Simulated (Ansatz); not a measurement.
The parent structure is Mg2Sn (space group Fm-3m, No. 225; a = 6.747 Å; relaxed with 0.1 eV smearing).

Level of theory: DFT with PBEsol, PAW potentials and a 420 eV plane-wave cutoff in Ansatz (a first-principles code), no SOC.

Strains are applied to the cell and any free atomic positions relax.

One change was made to it. Results:

```csv
quantity,base,after
pressure,0.0 GPa,3.0 GPa
energy relative to the base (free energy F),0 meV/atom,+13 meV/atom
```

Problem. What was done to the base?
A) isotropic strain +2.00 %
B) isotropic strain −2.00 %
C) isotropic strain +2.50 %
D) isotropic strain −0.50 %
E) isotropic strain +1.50 %

Solution. B, isotropic strain −2.00 %. For comparison, the energy relative to the base in the other runs: isotropic strain +2.00 % gives +12 meV/atom; isotropic strain −0.50 % gives +0.8 meV/atom; isotropic strain +1.50 % gives +6.7 meV/atom; isotropic strain +2.50 % gives +18 meV/atom.

No phonon test of stability was made.
